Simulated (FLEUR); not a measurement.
FLEUR run on LuAgO₂ (R-3m, 4 atoms in the cell): self-consistent single point.

Computed with LDA (Vosko-Wilk-Nusair), all-electron FLAPW (FLEUR), scalar-relativistic valence run with FLEUR.

The change in words: lattice scaled by 0.98. Reference geometry:
```
CELL_PARAMETERS angstrom
      1.68680     0.97387     6.19663
     -1.68680     0.97387     6.19663
      0.00000    -1.94775     6.19663
ATOMIC_POSITIONS crystal
  Lu 0.50000 0.50000 0.50000
  Ag 0.00000 0.00000 0.00000
  O  0.88890 0.88890 0.88890
  O  0.11110 0.11110 0.11110
```

Reference input (self-consistent single point, DFT, LDA (Vosko-Wilk-Nusair), all-electron FLAPW (FLEUR), scalar-relativistic valence): Kmax = 4.6 1/bohr; GmaxXC = 18.4 1/bohr; xcFunctional = vwn; jspins = 1; l_soc = F; mode = hist; fermiSmearingEnergy = 0.00183747 Htr; mesh (inpgen div1-3) = 9 9 9; inpgen gamma flag = false; Gmax = 18.4 1/bohr; numbands = 0; maxIterBroyd = 99. This run's input differs from it in these lines:

```diff
@@ -3,5 +3,5 @@
 &input film=f /
-1.6867999128 0.9738741110 6.1966300429
--1.6867999128 0.9738741110 6.1966300429
-0.0000000000 -1.9477490401 6.1966299143
+1.6530640473 0.9543969727 6.0726970000
+-1.6530640473 0.9543969727 6.0726970000
+0.0000000000 -1.9087939454 6.0726970000
 1.8897261246
@@ -46,5 +46,5 @@
          <bravaisMatrix>
-            <row-1>    3.1875898621911616     1.8403553496283001    11.7099336765493476</row-1>
-            <row-2>   -3.1875898621911616     1.8403553496283001    11.7099336765493476</row-2>
-            <row-3>    0.0000000000000000    -3.6807122452415428    11.7099334335305674</row-3>
+            <row-1>    3.1238383158198197     1.8035488925503429    11.4757341676800451</row-1>
+            <row-2>   -3.1238383158198197     1.8035488925503429    11.4757341676800451</row-2>
+            <row-3>    0.0000000000000000    -3.6070977851006858    11.4757341676800451</row-3>
          </bravaisMatrix>
```

Output (repeated stretches shortened):

```
 Iteration:     1   Distance:      25.16738484 me/bohr^3
 Iteration:     2   Distance:      21.22626889 me/bohr^3
 Iteration:     3   Distance:       9.29204975 me/bohr^3
 Iteration:     4   Distance:       7.93521838 me/bohr^3
 Iteration:     5   Distance:       5.07605951 me/bohr^3
   [... 9 lines left out ...]
 Iteration:    15   Distance:       0.00078069 me/bohr^3
 Iteration:    16   Distance:       0.00020325 me/bohr^3
 Iteration:    17   Distance:       0.00004002 me/bohr^3
 Iteration:    18   Distance:       0.00000861 me/bohr^3
 Reset of history
 Run finished successfully
 Stop message:
   Structural relaxation: new displacements generated

[file out, last iteration]
             iter=     19
[...]
          total density-effective poten   -3.4096439706E+04
          total charge density-energy d   -4.5429954569E+02
 Updated energy parameters for spin:           1
[...]
 fermi energy and band-weighting factors:
    0.918009    0.965481

[...]
FERMIE:
          first approx. to ef    (T=0)  :   0.295330 htr   (energy of the highest occ. eigenvalue)
          number of occ. states  (T=0)  :       2295
          first approx. to seigv (T=0)  : -11.247233 htr
          sum of weights of occ. states :  27.000000
          sum of semicore charge        :   0.000000 e
FERHIS:  Fermi-Energy by histogram:
          bandgap                     :   0.083789 htr
   [... lines left out ...]
          charge neutrality (T=0)     :   0.000000    (zero if the highest occ. eigenvalue is "entirely" occupied)
 Direct bandgap for spin            1 :   0.10868923242059203       Htr
 ---->    free energy=                    -20034.6071820291 htr
   [... lines left out ...]
 TOTAL FORCE FOR ATOM TYPE=  1  X=  0.000   Y=  0.000   Z= 17.214
                       FX_TOT= 0.000000 FY_TOT= 0.000000 FZ_TOT= 0.000000
 TOTAL FORCE FOR ATOM TYPE=  2  X=  0.000   Y=  0.000   Z=  0.000
                       FX_TOT= 0.000000 FY_TOT= 0.000000 FZ_TOT= 0.000000
 TOTAL FORCE FOR ATOM TYPE=  3  X=  0.000   Y=  0.000   Z= -3.825
                       FX_TOT= 0.000000 FY_TOT= 0.000000 FZ_TOT= 0.011632
```

The run converged in 18 iterations. FLEUR gives forces in its relaxation mode, with a further iteration, so its stop message speaks of a relaxation. Against the reference run the free energy hardly moves (within 1 meV/atom), the largest force goes from 0.364 to 0.598 eV/Å and the gap on the mesh goes from 2.103 to 2.280 eV.

The starting cell comes from a database of computed structures (which also holds hypothetical and non-ambient phases and stackings), without a prior relaxation at this level. For this run, on top of that: lattice scaled by 0.98. Spin-orbit coupling is off. Values depend on the basis (sphere radii, cutoffs, local orbitals), which need not be converged.

Cost on one core of a shared machine: roughly 8 min.
